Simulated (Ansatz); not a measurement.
The starting structures come from a database of crystals and need not be the phases stable at ambient conditions.

Inside the gap of an insulator the Bloch states are evanescent, with a wavenumber k + iκ along the transport direction.

```xyz
16
Lattice="4.8001 0.0000 0.0000 0.0000 9.1811 0.0000 0.0000 -3.8342 4.5278" Properties=species:S:1:pos:R:3 pbc="T T T"
Tl     0.1931     5.4296     1.7197
Tl     4.6070    -0.0827     2.8082
Tl     2.5931     1.8344     0.5442
Tl     2.2070     3.5125     3.9836
F      3.1563     1.6893     2.7024
F      1.6437     3.6576     1.8254
F      0.7563     1.7405     4.0894
F      4.0438     3.6064     0.4385
F      4.0438    -2.1875     3.3069
F      0.7563     7.5344     1.2210
F      1.6437     5.6172     3.4849
F      3.1563    -0.2703     1.0429
F      1.7862    -0.7098     3.5486
F      3.0139     6.0567     0.9792
F      4.1862     4.1395     3.2431
F      0.6139     1.2074     1.2847
```

Space group of this cell: Pnma. The cell is taken as given.

Transport runs along the normal of the first two printed cell vectors.

No gap correction and no spin-orbit coupling; mid-gap values are interpolated between computed energies.

Q: State the band gap and the smallest decay constant κ at mid-gap according to Ansatz (a program for electronic structure) with r2SCAN.

A: Gap 1.92 eV on a 6×8×8 mesh; κ = 0.224 1/Å, at the zone centre.
